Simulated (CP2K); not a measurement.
Band structure of CaClF (P4/nmm, 6 atoms in the cell).

```
CELL_PARAMETERS angstrom
      3.87066     0.00000     0.00000
      0.00000     3.87066     0.00000
      0.00000     0.00000     6.83236
ATOMIC_POSITIONS crystal
  Ca 0.00000 0.50000 0.80483
  Ca 0.50000 0.00000 0.19517
  Cl 0.50000 0.00000 0.64510
  Cl 0.00000 0.50000 0.35490
  F  0.50000 0.50000 0.00000
  F  0.00000 0.00000 0.00000
```

Method of the run: CP2K 2026.2 with LDA (Pade form), GPW, DZVP-MOLOPT-SR-GTH basis, GTH-PADE potentials (GTH_POTENTIALS).

Settings: CUTOFF = 550 Ry; REL_CUTOFF = 50 Ry; SMEAR/METHOD = FERMI_DIRAC; ELECTRONIC_TEMPERATURE = 580.23 K; KPOINTS/SCHEME = MONKHORST-PACK 7 7 4; GAMMA_CENTERED = T; XC_FUNCTIONAL = PADE; Ca/BASIS_SET = DZVP-MOLOPT-SR-GTH-q10; Ca/POTENTIAL = GTH-PADE-q10; Cl/BASIS_SET = DZVP-MOLOPT-SR-GTH-q7; Cl/POTENTIAL = GTH-PADE-q7; F/BASIS_SET = DZVP-MOLOPT-SR-GTH-q7; F/POTENTIAL = GTH-PADE-q7; METHOD = GPW.

The starting cell comes from a database of computed structures (which also holds hypothetical and non-ambient phases and stackings), without a prior relaxation at this level. Its lattice was rescaled by a random factor within 2.5 % of one. Values carry the incompleteness of an atom-centred basis.

Predict the gap along the standard path and the places of the band edges.

The gap along the path is 5.65 eV, direct at Γ to within 0.01 eV.

Levels in eV from the top of the valence band on the SCF mesh, bands 21 to 25:
```tsv
point	21	22	23	24	25
Γ	-1.09	-0.02	-0.01	-0.01	5.65
X	-0.62	-0.62	-0.30	-0.30	6.52
M	-0.83	-0.83	-0.60	-0.60	7.05
Z	-0.99	-0.69	-0.04	-0.04	6.04
R	-0.60	-0.60	-0.09	-0.09	6.61
A	-0.80	-0.80	-0.73	-0.73	7.43
```

Higher empty bands are left out: an atom-centred basis made for the valence describes them poorly.
